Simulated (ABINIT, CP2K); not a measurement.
An ABINIT input for a self-consistent single point of TaNbAl6 (P4/mmm, 8 atoms in the cell) (DFT, LDA (PW92), plane waves, PAW (JTH v2.0 LDA PAW)):

```
# TaNbAl6, JTH v2.0 LDA PAW
pp_dirpath "./"
pseudos "Ta.LDA_PW-JTH.xml, Al.LDA_PW-JTH.xml, Nb.LDA_PW-JTH.xml"
acell 3*1.0 Angstrom
rprim
         3.9100310000    0.0000000000    0.0000000000
         0.0000000000    3.9100310000    0.0000000000
         0.0000000000    0.0000000000    8.7054280000
natom 8
ntypat 3
znucl 73 13 41
typat 1 2 2 2 2 2 2 3
xcart
         1.9550155000    1.9550155000    4.3527140000
         1.9550155000    1.9550155000    0.0000000000
         0.0000000000    0.0000000000    4.3527140000
         0.0000000000    1.9550155000    2.1859329708
         0.0000000000    1.9550155000    6.5194950292
         1.9550155000    0.0000000000    2.1859329708
         1.9550155000    0.0000000000    6.5194950292
         0.0000000000    0.0000000000    0.0000000000
      Angstrom
ecut 571 eV
pawecutdg 1143 eV
pawxcdev 0
occopt 3
tsmear 0.00183747
nband 29
kptopt 1
ngkpt 7 7 3
nshiftk 1
shiftk 0 0 0
nstep 80
tolvrs 1.0e-12
prtwf 0
prtden 0
enunit 2
```

**Question.** Give the CP2K input for the same structure, mesh, smearing and functional.

**Answer.** This is the input that was run; spellings and numerical settings could be chosen otherwise.

```
&GLOBAL
  PROJECT calc
  RUN_TYPE ENERGY_FORCE
  PRINT_LEVEL MEDIUM
&END GLOBAL
&FORCE_EVAL
  METHOD Quickstep
  STRESS_TENSOR ANALYTICAL
  &DFT
    BASIS_SET_FILE_NAME BASIS_MOLOPT_UZH
    POTENTIAL_FILE_NAME POTENTIAL_UZH
    &QS
      METHOD GPW
      EPS_DEFAULT 1E-10
    &END QS
    &MGRID
      CUTOFF 500
      REL_CUTOFF 50
      NGRIDS 5
    &END MGRID
    &SCF
      SCF_GUESS ATOMIC
      EPS_SCF 1E-6
      MAX_SCF 100
      ADDED_MOS 8
      &DIAGONALIZATION
        ALGORITHM STANDARD
      &END DIAGONALIZATION
      &MIXING
        METHOD BROYDEN_MIXING
        ALPHA 0.2
        NBUFFER 12
      &END MIXING
      &SMEAR ON
        METHOD FERMI_DIRAC
        ELECTRONIC_TEMPERATURE [K] 580.23
      &END SMEAR
    &END SCF
    &KPOINTS
      SCHEME MONKHORST-PACK 7 7 3
    &END KPOINTS
    &XC
      &XC_FUNCTIONAL PADE
      &END XC_FUNCTIONAL
    &END XC
    &PRINT
      &MO
        EIGENVALUES T
        OCCUPATION_NUMBERS T
        NDIGITS 8
        FILENAME mo
        &EACH
          QS_SCF 0
        &END EACH
        ADD_LAST NUMERIC
      &END MO
      &MULLIKEN ON
      &END MULLIKEN
    &END PRINT
  &END DFT
  &SUBSYS
    &CELL
      A 3.91003100 0.00000000 0.00000000
      B 0.00000000 3.91003100 0.00000000
      C 0.00000000 0.00000000 8.70542800
      PERIODIC XYZ
    &END CELL
    &COORD
      SCALED
      Ta       0.50000000     0.50000000     0.50000000
      Al       0.50000000     0.50000000     0.00000000
      Al       0.00000000     0.00000000     0.50000000
      Al       0.00000000     0.50000000     0.25110000
      Al       0.00000000     0.50000000     0.74890000
      Al       0.50000000     0.00000000     0.25110000
      Al       0.50000000     0.00000000     0.74890000
      Nb       0.00000000     0.00000000     0.00000000
    &END COORD
    &KIND Ta
      BASIS_SET DZVP-MOLOPT-PBE-GTH-q13
      POTENTIAL GTH-PBE-q13
    &END KIND
    &KIND Al
      BASIS_SET DZVP-MOLOPT-PBE-GTH-q3
      POTENTIAL GTH-PBE-q3
    &END KIND
    &KIND Nb
      BASIS_SET DZVP-MOLOPT-PBE-GTH-q13
      POTENTIAL GTH-PBE-q13
    &END KIND
  &END SUBSYS
  &PRINT
    &FORCES ON
    &END FORCES
    &STRESS_TENSOR ON
    &END STRESS_TENSOR
  &END PRINT
&END FORCE_EVAL
```

Basis, cutoffs, solver keys and any potentials are the target program's own. This input uses DFT LDA (Pade form), GPW, DZVP-MOLOPT-PBE-GTH basis, GTH-PBE potentials (POTENTIAL_UZH). LDA parametrisations can differ slightly between programs. Both were run: pressure -10.59 GPa in ABINIT and -6.42 in CP2K; largest force 0.004 eV/Å in ABINIT and 0.005 in CP2K.

On ABINIT: the starting cell comes from a database of computed structures (which also holds hypothetical and non-ambient phases and stackings), without a prior relaxation at this level. Its lattice was rescaled by a random factor within 2.5 % of one. Spin polarisation is off. With a pressure of about -11 GPa the cell is away from its equilibrium volume at this level.

On CP2K: the starting cell comes from a database of computed structures (which also holds hypothetical and non-ambient phases and stackings), without a prior relaxation at this level. Its lattice was rescaled by a random factor within 2.5 % of one. Spin polarisation is off. Values carry the incompleteness of an atom-centred basis. The potentials were made for another functional than the one used. With a pressure of about -6 GPa the cell is away from its equilibrium volume at this level.
